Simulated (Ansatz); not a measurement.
The starting structures come from a database of crystals and need not be the phases stable at ambient conditions.

 Where the default PAW files enter, the runs use the earlier of Ansatz's two default sets.

Tunnelling through a barrier is set by its complex band structure: the current falls as exp(−2κd) with the smallest κ.

Data:

```
Na5Zr2F13
1.0
    5.46530     0.00000     0.00000
    2.73265     5.75926     0.00000
    0.00000     1.05745     8.31041
Na Zr F
5 2 13
Direct
  0.33560   0.32880   0.07170
  0.66440   0.67120   0.92830
  0.77820   0.44360   0.34560
  0.22180   0.55640   0.65440
  0.50000   0.00000   0.50000
  0.92640   0.14720   0.75470
  0.07360   0.85280   0.24530
  0.94340   0.63460   0.14290
  0.05660   0.36540   0.85710
  0.57800   0.36540   0.85710
  0.42200   0.63460   0.14290
  0.17720   0.12560   0.25070
  0.82280   0.87440   0.74930
  0.30280   0.87440   0.74930
  0.69720   0.12560   0.25070
  0.63760   0.26840   0.56780
  0.36240   0.73160   0.43220
  0.90600   0.73160   0.43220
  0.09400   0.26840   0.56780
  0.00000   0.00000   0.00000
```

Space group of this cell: C2/m. The cell is taken as given.

Transport runs along the normal of the first two printed cell vectors.

No gap correction and no spin-orbit coupling; mid-gap values are interpolated between computed energies.

Q: Estimate the band gap and the smallest decay constant κ at mid-gap that Ansatz (a quantum-chemistry and plane-wave program) with r2SCAN returns for this system.

A: Gap 7.01 eV on a 6×6×4 mesh; κ = 0.589 1/Å, at the zone centre.
